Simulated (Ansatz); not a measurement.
Base system: BP in the zinc blende structure (space group F-43m, No. 216; a = 4.537 Å). Axes: x, y, z lie along the cube axes.

Method: Kohn–Sham DFT with the r2SCAN functional, run in Ansatz (an electronic-structure program) with PAW and 500 eV plane waves, no spin-orbit coupling.

Strains are applied to the cell and any free atomic positions relax; under stress the whole cell relaxes.

One change was made to it. Results:

The smallest direct gap shrinks by 0.14 eV, from 3.60 eV to 3.46 eV; the band gap falls by 0.25 eV to 1.16 eV; the energy goes up by 2.8 meV/atom.

### Question
Which of these changes matches the shifts?
A. isotropic strain −3.43 %
B. uniaxial strain ε_yy = −1.46 %
C. uniaxial stress, 1 GPa tension along z

### Answer
B, uniaxial strain ε_yy = −1.46 %. For comparison, the band gap in the other runs: isotropic strain −3.43 % gives 1.25 eV; uniaxial stress, 1 GPa tension along z gives 1.39 eV.

Gaps are read on the SCF mesh and a high-symmetry path. Stability under load was not tested beyond the relaxation.
